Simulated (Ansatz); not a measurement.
Take Ru in the hcp (Mg type) structure (space group P6_3/mmc, No. 194; a = 2.691 Å, c = 4.249 Å; relaxed with 0.1 eV smearing) as the base.

All numbers come from Ansatz (a quantum-chemistry and plane-wave program), PBEsol, PAW, cutoff 420 eV, scalar-relativistic without spin-orbit coupling.

Before the change:

- Pressure = 0.0 GPa
- Band gap = zero

Perturbation: the cell is scaled by 0.9700 in all directions; the atoms relax in the strained cell.

Q: Predict the new pressure, energy relative to the base and band gap.

A: The pressure (mean of the normal stresses, compression positive) goes from zero to 39.4 GPa; the energy grows by 131 meV/atom; the band gap remains zero.

No phonon test of stability was made. The final runs are not spin-polarised.
